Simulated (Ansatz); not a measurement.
Consider the following.

```
ZnO
1.0
    3.25168     0.00000     0.00000
    1.62584     2.81604     0.00000
    0.00000     0.00000     5.18407
Zn O
2 2
Direct
  0.66667   0.66667   0.00376
  0.33333   0.33333   0.50376
  0.66667   0.66667   0.62144
  0.33333   0.33333   0.12144
```

No spin polarisation.

Calculations: r2SCAN (Ansatz, a program for electronic structure), no spin-orbit coupling. Γ-centred 12×12×7 mesh, Fermi–Dirac width 0.05 eV.

Q: Predict the electron mass, band gap, in-plane stress and gap character.

A: 
* **Electron mass**: 0.19 mₑ (at Γ)
* **Band gap**: 1.24 eV
* **Mean in-plane stress (compression positive)**: -1.1 GPa
* **Gap character**: direct at Γ

The cells carry an imposed strain or load. Masses are band curvatures over ±0.01 Å⁻¹ around the edge. Whether these cells are dynamically stable was not tested. The cell was made from ZnO in the wurtzite structure (space group P6_3mc, No. 186) by this change: biaxial strain +0.51 %, plane normal [001], relaxed out of plane.
